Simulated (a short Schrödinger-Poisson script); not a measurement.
## MOS inversion layer, HfO2 on p-type Si(100)

System: MOS inversion layer, HfO2 on p-type Si(100), at 300 K.

| layer | material | thickness (nm) | Na (cm⁻³) |
|---|---|---|---|
| 1 | HfO2 | 8 | - |
| 2 | Si | 430 | 1e18 |

The device is made up for the run: typed textbook-type constants, with dimensions and the other settings drawn at random. HfO2: permittivity 22, conduction-band edge (eV) 1.55, gap (eV) 5.7, electron mass (mₑ) 0.2. Si: permittivity 11.7, conduction-band edge (eV) 0, gap (eV) 1.124, Nv at 300 K (cm⁻³) 3.1e19.

Channel valleys (confinement mass, in-plane density-of-states mass, number): Δ2 0.916, 0.19, 2; Δ4 0.19, 0.417, 4. At the gate the conduction-band edge of layer 1 lies 2.01 eV − eVg above the Fermi level of the channel; the field vanishes at the back. Gaps are held at their typed values at every temperature. Mesh 0.03 nm at interfaces.

Solved with a short Schrödinger-Poisson script written for these runs: 1D Poisson equation in equilibrium, electrons quantum, Hartree (BenDaniel-Duke, 12 states a valley, the channel's in-plane mass for all, wave functions ending at the dielectric), parabolic valleys, classical holes, full ionisation, no traps, pinning or gate leakage.

```tsv
Vg (V)	electrons (cm⁻²)	C (μF/cm²)	Δ2 E0 (meV)	Δ2 E1 (meV)	Δ4 E0 (meV)	Δ4 E1 (meV)
0.4	3.50e6	0.293	369.2	444.9	439.0	561.3
0.5	8.78e7	0.280	285.1	364.0	357.8	485.9
0.6	2.27e9	0.277	200.3	282.2	275.9	409.2
0.7	5.28e10	0.467	118.3	203.1	196.5	334.6
0.8	4.61e11	1.17	60.8	148.9	142.3	284.1
0.9	1.28e12	1.54	31.8	123.6	117.3	261.5
1	2.27e12	1.68	13.9	109.6	103.6	249.6
1.1	3.34e12	1.76	0.7	100.1	94.5	242.1
1.2	4.45e12	1.81	-10.2	93.0	87.6	236.6
1.3	5.58e12	1.84	-19.6	87.1	82.0	232.3
1.4	6.74e12	1.87	-28.3	82.1	77.3	228.9
```

Subbands count from the Fermi level.
